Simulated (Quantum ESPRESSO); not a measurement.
Worked example: self-consistent single point of ScCd₃ (P6_3/mmc, 8 atoms in the cell) in Quantum ESPRESSO.

Method: PBEsol, SSSP 1.1.2 efficiency (PBE) pseudopotentials (plane waves; Quantum ESPRESSO).

```xyz
8
Lattice="6.3542 0.0000 0.0000 -3.1771 5.5029 0.0000 0.0000 0.0000 4.8475" Properties=species:S:1:pos:R:3 pbc="T T T"
Sc     0.0000     3.6686     1.2119
Sc     3.1771     1.8343     3.6356
Cd     3.1771     3.6770     1.2119
Cd     0.0000     1.8259     3.6356
Cd    -1.5958     4.5899     3.6356
Cd     4.7729     0.9129     1.2119
Cd     1.5812     0.9129     1.2119
Cd     1.5958     4.5899     3.6356
```

Reference input (self-consistent single point, DFT, LDA (PZ), plane waves, GBRV 1.5 ultrasoft (LDA) pseudopotentials): ecutwfc = 50 Ry; ecutrho = 400 Ry; occupations = smearing; smearing = gaussian; degauss = 0.0073499 Ry; potentials = {Sc: sc_lda_v1.uspp.F.UPF, Cd: cd_lda_v1.uspp.F.UPF}; K_POINTS = automatic 4 4 5 0 0 0; conv_thr = 1e-10 Ry. This run's input differs from it in these lines:

```diff
@@ -14,4 +14,4 @@
    ntyp = 2
-   ecutwfc = 50
-   ecutrho = 400
+   ecutwfc = 60
+   ecutrho = 480
    occupations = 'smearing'
@@ -19,2 +19,3 @@
    degauss = 0.0073499
+   input_dft = 'pbesol'
 /
@@ -24,4 +25,4 @@
 ATOMIC_SPECIES
-Sc    44.9559  sc_lda_v1.uspp.F.UPF
-Cd   112.4140  cd_lda_v1.uspp.F.UPF
+Sc    44.9559  Sc_ONCV_PBE-1.0.oncvpsp.upf
+Cd   112.4140  Cd.pbe-dn-rrkjus_psl.0.3.1.UPF
 ATOMIC_POSITIONS {angstrom}
```

Output, abridged:

```
     Self-consistent Calculation

     iteration #  1     ecut=    60.00 Ry     beta= 0.70

     Threshold (ethr) on eigenvalues was too large:
     Diagonalizing with lowered threshold

     total energy              =    -914.85681530 Ry
     estimated scf accuracy    <       0.11044749 Ry

     iteration #  2     ecut=    60.00 Ry     beta= 0.70

     total energy              =    -914.83945190 Ry
     estimated scf accuracy    <       0.36207757 Ry

     iteration #  3     ecut=    60.00 Ry     beta= 0.70

     total energy              =    -914.91327620 Ry
     estimated scf accuracy    <       0.01626436 Ry

   [... 8 blocks of this kind left out ...]

     iteration # 12     ecut=    60.00 Ry     beta= 0.70

     total energy              =    -914.91580917 Ry
     estimated scf accuracy    <          1.3E-09 Ry

     iteration # 13     ecut=    60.00 Ry     beta= 0.70
     End of self-consistent calculation

     the Fermi energy is    11.2893 ev

!    total energy              =    -914.91580917 Ry
     estimated scf accuracy    <          3.6E-11 Ry
     smearing contrib. (-TS)   =      -0.00282733 Ry
     internal energy E=F+TS    =    -914.91298185 Ry

     convergence has been achieved in  13 iterations

     Forces acting on atoms (cartesian axes, Ry/au):

     atom    1 type  1   force =     0.00000000   -0.00000000    0.00000000
     atom    2 type  1   force =     0.00000000    0.00000000    0.00000000
     atom    3 type  2   force =     0.00000000   -0.00121228    0.00000000
     atom    4 type  2   force =    -0.00000000    0.00121228   -0.00000000
     atom    5 type  2   force =     0.00104986   -0.00060614   -0.00000000
   [... lines left out ...]

     Total force =     0.002969     Total SCF correction =     0.000041

          total   stress  (Ry/bohr**3)                   (kbar)     P=      -24.43
  -0.00017361  -0.00000000  -0.00000000          -25.54       -0.00       -0.00
  -0.00000000  -0.00017361  -0.00000000           -0.00      -25.54       -0.00
  -0.00000000  -0.00000000  -0.00015091           -0.00       -0.00      -22.20

   JOB DONE.
```

The run converged in 13 iterations. Against the reference run the pressure goes from -6.01 to -2.44 GPa and the largest force goes from 0.047 to 0.031 eV/Å.

The starting cell comes from a database of computed structures (which also holds hypothetical and non-ambient phases and stackings), without a prior relaxation at this level.

Cost on one core of a shared machine: roughly 2 min.
